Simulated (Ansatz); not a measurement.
Hypothetical zinc blende YP, pressure series

Take YP in the zinc blende structure (space group F-43m, No. 216; a = 6.289 Å; a hypothetical phase, not in the database extracts checked) as the base.

Cell and atoms are relaxed at each pressure.

Level of theory: Ansatz (a quantum-chemistry and plane-wave program) r2SCAN, no spin-orbit coupling.

Two rows of this table had their results exchanged by mistake.

| pressure | volume per atom (Å³) | shortest distance (Å) | band gap |
|---|---|---|---|
| pressure −2 GPa | 32.24 | 2.756 | 1.97 eV |
| pressure −1 GPa | 31.64 | 2.739 | 1.95 eV |
| pressure 0.9 GPa | 27.51 | 2.614 | 1.79 eV |
| pressure 2.1 GPa | 30.07 | 2.693 | 1.90 eV |
| pressure 4.5 GPa | 29.06 | 2.663 | 1.86 eV |
| pressure 9 GPa | 30.64 | 2.710 | 1.92 eV |
| pressure 15 GPa | 25.89 | 2.562 | 1.68 eV |
| pressure 22.5 GPa | 24.31 | 2.509 | 1.52 eV |
| pressure 30 GPa | 23.04 | 2.464 | 1.35 eV |

Which two?

The rows for pressure 0.9 GPa and pressure 9 GPa: the volume has to fall steadily with pressure, so 30.64 Å³ belongs to pressure 0.9 GPa and 27.51 Å³ to pressure 9 GPa.

Load acts through the strain it causes; cell and atoms are relaxed under it. Stability against distortions was not tested. Competing high-pressure phases were not computed.
